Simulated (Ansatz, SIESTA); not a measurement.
## Code comparison for Mg₆CuBi (Amm2, 8 atoms in the cell)

Relaxation of cell and atoms.

```
Mg6CuBi
1.0
    4.98487     0.00000     0.00000
    0.00000     3.24580     5.45747
    0.00000    -3.24580     5.45747
Mg Cu Bi
6 1 1
Direct
  0.50000   0.83276   0.33606
  0.50000   0.33606   0.83276
  0.00000   0.68603   0.14429
  0.00000   0.14429   0.68603
  0.00000   0.67115   0.67115
  0.00000   0.15954   0.15954
  0.50000   0.83604   0.83604
  0.50000   0.33412   0.33412
```

Shared settings, as Ansatz (a first-principles code) writes them: kpoints.mp_grid.grid = 4 3 3; scf.occupations.method = gaussian; scf.occupations.width = 0.136 eV. Potentials and cutoffs stand in the table.

| code | model | final volume (Å³/atom) | cutoff |
|---|---|---|---|
| SIESTA | GGA PBEsol, numerical atomic orbitals TZP, PseudoDojo PBEsol standard norm-conserving potentials (rewritten from UPF to PSML) | 21.56 | grid 350 Ry |
| Ansatz | PBEsol, PAW files made with PBE | 21.40 | default |

On Ansatz's run: spin-orbit coupling is off. Spin polarisation is off.

The spread over the programs that give each value: final volume within 0.16 Å³/atom.

SIESTA uses small atom-centred bases, whose incompleteness enters pressures, forces and empty levels differently from a plane-wave cutoff. The programs treat the finite-basis stress differently while the cell relaxes: Ansatz adds an estimate of it.

The starting cell comes from a database of computed structures (which also holds hypothetical and non-ambient phases and stackings), without a prior relaxation at this level.

Keys are those of Ansatz 0.2.
